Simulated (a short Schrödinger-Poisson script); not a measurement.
## Symmetric double-gate stack, Si3N4 on p-type Si(100)

Structure: symmetric double-gate stack, Si3N4 on p-type Si(100), at 400 K.

| layer | material | thickness (nm) | Na (cm⁻³) |
|---|---|---|---|
| 1 | Si3N4 | 4.2 | - |
| 2 | Si | 5 | 5e17 |
| 3 | Si3N4 | 4.2 | - |

Constants are typed, rounded textbook-type inputs, not results; the design itself was drawn at random and stands for no fabricated device. Si3N4: permittivity 7.5, conduction-band edge (eV) 1.95, gap (eV) 5.1, electron mass (mₑ) 0.5. Si: permittivity 11.7, conduction-band edge (eV) 0, gap (eV) 1.124, Nv at 300 K (cm⁻³) 3.1e19.

Channel valleys (confinement mass, in-plane density-of-states mass, number): Δ2 0.916, 0.19, 2; Δ4 0.19, 0.417, 4. At the gates, both at one voltage, the conduction-band edge of layer 1 lies 2.08 eV − eVg above the Fermi level of the channel. Gaps are held at their typed values at every temperature. Mesh 0.03 nm at interfaces.

Solved with a short Schrödinger-Poisson script written for these runs: 1D Poisson equation in equilibrium, electrons quantum, Hartree (BenDaniel-Duke, 12 states a valley, the channel's in-plane mass for all, wave functions ending at the dielectric), parabolic valleys, classical holes, full ionisation, no traps, pinning or gate leakage.

```csv
Vg (V),electrons (cm⁻²),C (μF/cm²),Δ2 E0 (meV),Δ2 E1 (meV),Δ4 E0 (meV),Δ4 E1 (meV)
-0.2,3.04e8,< 0.003,361.2,410.1,423.9,661.0
0,8.62e10,0.351,166.5,215.2,229.2,466.1
0.2,1.66e12,1.94,63.5,108.7,126.3,359.7
0.4,4.37e12,2.32,28.6,68.3,92.0,319.8
0.6,7.37e12,2.46,8.9,43.3,73.3,295.6
0.8,1.05e13,2.53,-5.3,24.5,60.7,277.9
1,1.37e13,2.58,-16.7,8.9,51.3,263.7
1.2,1.69e13,2.62,-26.5,-4.6,43.9,251.9
1.4,2.02e13,2.65,-35.5,-16.6,37.7,241.7
1.6,2.35e13,2.67,-43.9,-27.7,32.4,232.6
```

Gate voltages with under 1e6 electrons/cm² are left out.

Subbands count from the Fermi level. The capacitance is that of both gates.
